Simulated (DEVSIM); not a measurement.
Structure: Ru/La2O3/n-Si capacitor, at 300 K.

Layer 1 from the left is La2O3, thickness (nm) 19.0. Layer 2 from the left is Si, thickness (nm) 2600, Nd (cm⁻³) 4.9e16.

Metal gate on the left, work function 4.7 eV. Fixed charge at the semiconductor interface 0 cm⁻² (in units of +e); no interface traps.

The device is made up for the run: typed textbook-type constants, with dimensions and the other settings drawn at random. Values at 300 K.

La2O3: gap (eV) 5.8, affinity (eV) 1.8, permittivity 27. Si: gap (eV) 1.124, affinity (eV) 4.05, permittivity 11.7, Nc (cm⁻³) 2.86e19, Nv (cm⁻³) 3.1e19.

Problem. Estimate by hand the flat-band voltage, the threshold voltage, and compare with a numerical solution.

Solution. 
- Flat-band voltage: C = 1.26 μF/cm², work-function difference 0.485 V; VFB = φms − qNf/C = 0.49 V; numerical 0.49 V.
- Threshold voltage: φF = 0.396 V, depletion charge √(4εqNφF) = 1.14e-7 C/cm²; VT = VFB − 2φF − Qd/C = -0.40 V; numerical -0.40 V.

DEVSIM, 1D Poisson equation in equilibrium, Boltzmann statistics, complete ionisation; no quantum confinement or tunnelling. Metal contacts follow the ideal Schottky-Mott rule: no Fermi-level pinning, no interface dipoles.
